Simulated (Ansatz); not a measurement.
System: AlB2-type TiB2. Method: PBE-D4 (Ansatz, an electronic-structure program, PAW).

Numerical settings: plane-wave cutoff 520 eV, 24×24×18 k mesh (along the axes of the cell as run), Fermi–Dirac smearing 0.05 eV, no spin polarisation, scalar-relativistic PAW data made under PBE.

Cell (relaxed at this level):

```cif
data_B2Ti
_chemical_formula_sum 'Ti1 B2'
_space_group_name_H-M_alt 'P6/mmm'
_space_group_IT_number 191
_space_group_name_Hall '-P 6 2'
_cell_length_a 3.00999
_cell_length_b 3.00999
_cell_length_c 3.17094
_cell_angle_alpha 90.000
_cell_angle_beta 90.000
_cell_angle_gamma 120.000
loop_
_atom_site_label
_atom_site_type_symbol
_atom_site_symmetry_multiplicity
_atom_site_Wyckoff_symbol
_atom_site_fract_x
_atom_site_fract_y
_atom_site_fract_z
_atom_site_occupancy
Ti1 Ti 1 a 0.00000 0.00000 0.00000 1
B1 B 2 d 0.33333 0.66667 0.50000 1
```

**Question.** Give the computed bulk modulus B0 and pressure derivative B′ of the bulk modulus.

**Answer.** 
- bulk modulus B0: 264 GPa
- pressure derivative B′ of the bulk modulus: 3.9

The run finds no gap.

Measured, for comparison: bulk modulus 240 GPa (room temperature, no zero-point or thermal correction, our sources range from 233 to 250; as tabulated in Synthesis of Binary Transition Metal Nitrides, Carbides and Borides from the …). Computed (rounded) less measured: bulk modulus +10 % (+6 % to +13 % over the range).

Note: the bulk modulus comes from volumes at which shape and atoms were relaxed.

The computed numbers hold no vibrational or temperature effects.

Cost on a shared machine: around 4 core-minutes (rough).
